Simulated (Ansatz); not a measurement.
Ca in the fcc (Cu type) structure (space group Fm-3m, No. 225)

```cif
data_Ca
_chemical_formula_sum 'Ca1'
_space_group_name_H-M_alt 'P 1'
_space_group_IT_number 1
_cell_length_a 3.93757
_cell_length_b 3.93757
_cell_length_c 3.93757
_cell_angle_alpha 60.000
_cell_angle_beta 60.000
_cell_angle_gamma 60.000
loop_
_space_group_symop_operation_xyz
  'x, y, z'
loop_
_atom_site_label
_atom_site_type_symbol
_atom_site_fract_x
_atom_site_fract_y
_atom_site_fract_z
_atom_site_occupancy
Ca1 Ca 0.00000 0.00000 0.00000 1
```

Computed with r2SCAN/PAW in Ansatz (a first-principles code), scalar-relativistic without spin-orbit coupling, earlier PAW set. Settings: 14×14×14 k-points, 0.05 eV Fermi–Dirac smearing.

The volume per atom comes out as 43.17 Å³ and the density is 1.54 g/cm³. The band gap is zero and the total energy comes out as -1821.673 eV/atom (σ→0; compares only within this code and set-up).

Stability against distortions was not tested.
